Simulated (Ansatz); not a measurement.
The starting structures come from a database of crystals and need not be the phases stable at ambient conditions.

 Where the default PAW files enter, the runs use the earlier of Ansatz's two default sets.

Given:

```
CELL_PARAMETERS angstrom
      5.17526     0.00000     0.00000
      0.00000     7.31892     0.00000
      0.00000     3.65946     3.65946
ATOMIC_POSITIONS crystal
  Sn 0.50000 0.00000 0.50000
  Sn 0.00000 0.50000 0.00000
  Sn 0.50000 0.50000 0.50000
  Sn 0.00000 0.00000 0.00000
  O  0.16110 0.66110 0.50000
  O  0.83890 0.33890 0.50000
  O  0.66110 0.83890 0.00000
  O  0.33890 0.16110 0.00000
  O  0.83890 0.16110 0.17780
  O  0.16110 0.83890 0.82220
  O  0.33890 0.33890 0.32220
  O  0.66110 0.66110 0.67780
```

Space group of this cell: Pa-3. The cell is taken as given; by r2SCAN its mean pressure is -9.1 GPa.

Method: r2SCAN (plane waves, PAW; Ansatz, a program for electronic structure).

The current runs along the normal of the first two printed vectors; no spin-orbit coupling. Scaled by the factor s: the length along the current (ions clamped). The meshes follow the cell: 6×6×8 and 6×4 across at s = 0.97, 8×8×8 and 6×4 across at s = 1.00, 6×6×8 and 6×4 across at s = 1.03.

| s | mean pressure (GPa) | band gap (eV) |
|---|---|---|
| 0.97 | -2.8 | 1.40 |
| 1.00 | -9.1 | 1.12 |
| 1.03 | -14.1 | ? |

Q: Take the slope of the band gap against ln s from the two given rows, extrapolate to s = 1.03, and say what the run there gives.

A: Slope = (1.40 − 1.12) / ln 0.97 = -9.19 eV. The line gives 1.12 + (-9.19) × ln 1.03 = 0.85 eV. The run gives 0.76 eV, 0.09 eV under the line, 32 % of the predicted step.
